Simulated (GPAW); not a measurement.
# A self-consistent single point of a sheet of PtSe2 (3 atoms in the cell) with GPAW

Method of the run: PBE, GPAW PAW datasets PBE (gpaw-data 1.0.1) (plane waves; GPAW 25.7.0).

The input file:

```python
from ase import Atoms
from ase.units import GPa
from gpaw import GPAW, PW

atoms = Atoms(['Pt', 'Se', 'Se'],
              cell=[[3.607886, 0.000000, 0.000000],
                    [-1.803943, 3.124521, 0.000000],
                    [0.000000, 0.000000, 16.982038]],
              scaled_positions=[[0.000000, 0.000000, 0.500000],
                                [0.333333, 0.666667, 0.587800],
                                [0.666667, 0.333333, 0.412200]],
              pbc=True)

calc = GPAW(mode=PW(600),
            xc='PBE',
            kpts=(7, 7, 1),
            occupations={'name': 'methfessel-paxton', 'width': 0.1, 'order': 0},
            nbands=-11,
            convergence={'forces': 0.001},
            symmetry={'symmorphic': False, 'tolerance': 0.0005},
            maxiter=150,
            txt='-')

atoms.calc = calc

energy = atoms.get_potential_energy()
print('Energy (eV):', round(energy, 6))
forces = atoms.get_forces()
print('Forces (eV/Ang):')
print(forces.round(5))
stress = atoms.get_stress()
print('Stress (GPa, Voigt):', (stress / GPa).round(4))
```

Output (repeated stretches shortened):

```
Input parameters:
  convergence: {forces: 0.001}
  kpts: [7 7 1]
  maxiter: 150
  mode: {ecut: 600.0,
         name: pw}
  nbands: -11
  occupations: {name: methfessel-paxton,
                order: 0,
                width: 0.1}
  symmetry: {symmorphic: False,
             tolerance: 0.0005}
  xc: PBE

species:
  Pt:
    name: Platinum
    Z: 78.0
    valence: 16
    core: 62
    charge: 0.0
    file: Pt.PBE.gz

    # Using partial waves for Pt as LCAO basis

  Se:
    name: Selenium
    Z: 34.0
    valence: 6
    core: 28
    charge: 0.0
    file: Se.PBE.gz

    # Using partial waves for Se as LCAO basis

Reference energy: -632582.427029  # eV

Spin-paired calculation

Convergence criteria:
 Maximum [total energy] change in last 3 cyles: 0.0005 eV / valence electron
 Maximum integral of absolute [dens]ity change: 0.0001 electrons / valence electron
 Maximum integral of absolute [eigenst]ate change: 4e-08 eV^2 / valence electron
 Maximum change in the atomic [forces] across last 2 cycles: 0.001 eV/Ang OR
Maximum error relative to the maximum force is below inf
 Maximum number of scf [iter]ations: 150

Symmetries present (total): 12
Symmetries with fractional translations: 0
49 k-points: 7 x 7 x 1 Monkhorst-Pack grid
8 k-points in the irreducible part of the Brillouin zone
       k-points in crystal coordinates                weights
   0:     0.00000000    0.00000000    0.00000000          1/49
   1:     0.14285714    0.00000000    0.00000000          6/49
   2:     0.28571429   -0.14285714    0.00000000          6/49
   [... 5 lines left out ...]

Wave functions: Plane wave expansion
  Cutoff energy: 600.000 eV
  Number of coefficients (min, max): 6361, 6411
  Pulay-stress correction: 0.000000 eV/Ang^3 (de/decut=0.000000)

Occupation numbers: Methfessel-Paxton:
  width: 0.1000  # eV
  order: 0

Eigensolver

Densities:
  Coarse grid: 21*21*96 grid
  Fine grid: 42*42*192 grid
  Total Charge: 0.000000

Density mixing:
  Method: separate
  Backend: pulay
  Linear mixing parameter: 0.05
  old densities: 5
  Damping of long wavelength oscillations: 50

Hamiltonian:
  XC and Coulomb potentials evaluated on a 42*42*192 grid
  External potential:
    NoExternalPotential

XC parameters: PBE with 2 nearest neighbor stencil

Number of atoms: 3
Number of atomic orbitals: 20
Number of bands in calculation: 25
Number of valence electrons: 28
Bands to converge: occupied

Density initialized from atomic densities
  20 bands from LCAO basis set
  5 bands from random numbers

Atomic positions and initial magnetic moments

Positions:
   0 Pt     0.000000    0.000000    8.491019    ( 0.0000,  0.0000,  0.0000)
   1 Se    -0.000002    2.083015    9.982042    ( 0.0000,  0.0000,  0.0000)
   2 Se     1.803945    1.041506    6.999996    ( 0.0000,  0.0000,  0.0000)

Unit cell:
           periodic     x           y           z      points  spacing
  1. axis:    yes    3.607886    0.000000    0.000000    21     0.1488
  2. axis:    yes   -1.803943    3.124521    0.000000    21     0.1488
  3. axis:    yes    0.000000    0.000000   16.982038    96     0.1769

  Lengths:   3.607886   3.607886  16.982038
  Angles:   90.000000  90.000000 119.999999

Effective grid spacing dv^(1/3) = 0.1654

     iter     time        total  log10-change:
                         energy   eigst   dens  force
iter:   1 --:--:--   -15.253826
iter:   2 --:--:--   -14.941701   -1.42  -1.29
iter:   3 --:--:--   -14.481989   -1.55  -1.33
iter:   4 --:--:--   -14.401543   -2.20  -1.44
iter:   5 --:--:--   -14.406965   -2.22  -1.62
iter:   6 --:--:--   -14.372712   -2.66  -1.93
iter:   7 --:--:--   -14.368284   -3.22  -2.52
iter:   8 --:--:--   -14.368509c  -3.81  -2.75
iter:   9 --:--:--   -14.367056c  -3.53  -2.68
iter:  10 --:--:--   -14.367040c  -4.28  -3.33
iter:  11 --:--:--   -14.367051c  -4.72  -3.42
iter:  12 --:--:--   -14.367046c  -5.04  -3.36
iter:  13 --:--:--   -14.367049c  -5.42  -3.41
iter:  14 --:--:--   -14.367033c  -5.78  -3.39
iter:  15 --:--:--   -14.367063c  -5.56  -3.32
iter:  16 --:--:--   -14.367059c  -5.86  -3.48
iter:  17 --:--:--   -14.367024c  -5.92  -3.56
iter:  18 --:--:--   -14.367019c  -6.45  -3.95
iter:  19 --:--:--   -14.367018c  -7.16  -4.06c
iter:  20 --:--:--   -14.367017c  -7.03  -4.10c
iter:  21 --:--:--   -14.367017c  -7.60c -4.66c
iter:  22 --:--:--   -14.367017c  -7.83c -4.62c -2.88
iter:  23 --:--:--   -14.367017c  -8.13c -4.62c -3.24c

Converged after 23 iterations.

Dipole moment: (0.000000, -0.000000, -0.000000) |e|*Ang

Energy contributions relative to reference atoms: (reference = -632582.427029)

Kinetic:         -4.375165
Potential:       +0.678097
External:        +0.000000
XC:             -10.170746
Entropy (-ST):   -0.000000
Local:           -0.499204
SIC:             +0.000000
--------------------------
Free energy:    -14.367017
Extrapolated:   -14.367017

Showing only first 2 kpts
 Kpt  Band  Eigenvalues  Occupancy
  0    12     -1.14579    2.00000
  0    13     -1.14578    2.00000
  0    14      1.25055    0.00000
  0    15      1.25056    0.00000

  1    12     -1.56499    2.00000
  1    13     -1.17747    2.00000
  1    14      0.17940    0.00000
  1    15      1.01110    0.00000

Fermi level: -0.70782

Gap: 0.910 eV
Transition (v -> c):
  (s=0, k=0, n=13, [0.00, 0.00, 0.00]) -> (s=0, k=6, n=14, [0.43, 0.29, 0.00])
Direct/indirect transitions are different
Direct gap: 1.357 eV
Transition at: (s=0, k=1, n=13, [0.14, 0.00, 0.00])
Energy (eV): -14.367017

Forces in eV/Ang:
  0 Pt    0.00000    0.00000    0.00000
  1 Se   -0.00000    0.00000   -1.08260
  2 Se   -0.00000   -0.00000    1.08260

Stress tensor:
    -0.001482     0.000000     0.000000
     0.000000    -0.001482    -0.000000
     0.000000    -0.000000     0.016817
Stress (GPa, Voigt): [-0.2374 -0.2374  2.6945 -0.      0.      0.    ]
```

The run converged in 23 iterations. GPAW prints stress with tension positive.

The starting cell was generated: these elements placed on a structure prototype, without a prior relaxation; it need not be a known phase or ordering of this composition. Its lattice was rescaled in the plane by a random factor within 2.5 % of one. Spin-orbit coupling is off. Spin polarisation is off. Forces in this geometry exceed 1 eV/Å. The log's line on a gap gives a spacing of levels on this mesh, which the program prints for metals too.

Cost on one core of a shared machine: roughly 90 s.
